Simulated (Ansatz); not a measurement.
hypothetical zinc blende YAs with two functionals, pressure −2 GPa

Take YAs in the zinc blende structure (space group F-43m, No. 216; a = 6.4706 Å; a hypothetical phase, not in the database extracts checked) as the base.

(Cell as relaxed with PBE.)

Levels (all Ansatz, an electronic-structure program, PAW): PBE (420 eV, no spin-orbit coupling); PBEsol (420 eV, scalar-relativistic without spin-orbit coupling).

Each level relaxes its own structure.

```csv
base,PBE,PBEsol
volume per atom,33.86 Å³,32.63 Å³
lattice parameter a,6.471 Å,6.391 Å
band gap,1.59 eV,1.48 eV
```

Modification: a negative pressure, −2 GPa.

```csv
quantity,PBE,PBEsol
band gap,1.63 eV,1.52 eV
gap character,direct at X,direct at X
volume per atom,35.40 Å³,34.02 Å³
shift of the gap caused by the change,+0.04 eV,+0.04 eV
```

PBE's band gap lies 0.102 eV above PBEsol's; PBE's volume per atom lies 1.386 Å³ above PBEsol's (4.1 %); the two agree on the gap character and shift of the gap caused by the change. Neither level is exact; PBEsol is the comparison here, not a measurement.

Load acts through the strain it causes; cell and atoms are relaxed under it. No phonon test of stability was made.
